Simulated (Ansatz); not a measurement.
Base system: HfS₂ in the CdI2 type structure (space group P-3m1, No. 164; a = 3.606 Å, c = 5.768 Å; layered, stacked along the Cartesian z axis).

Calculations: plane-wave PAW DFT at the PBE-D3(BJ) level (Ansatz, an electronic-structure program, 420 eV), scalar-relativistic without spin-orbit coupling.

Base values:

```
Item                    Result
-------------  ---------------
Gap character  indirect, Γ → L
```

It is then changed as follows: every lattice vector is shortened by 1.50 %, atoms relaxed at fixed cell.

**Question.** What happens to the mean gap deformation potential ΔEg/Δln V and gap character?

**Answer.** The mean gap deformation potential ΔEg/Δln V amounts to +4.9 eV; the gap character stays indirect, Γ → L.

Spin-orbit coupling, missing from the scalar runs, can matter with Hf. The cells carry an imposed strain or load. Whether these cells are dynamically stable was not tested.
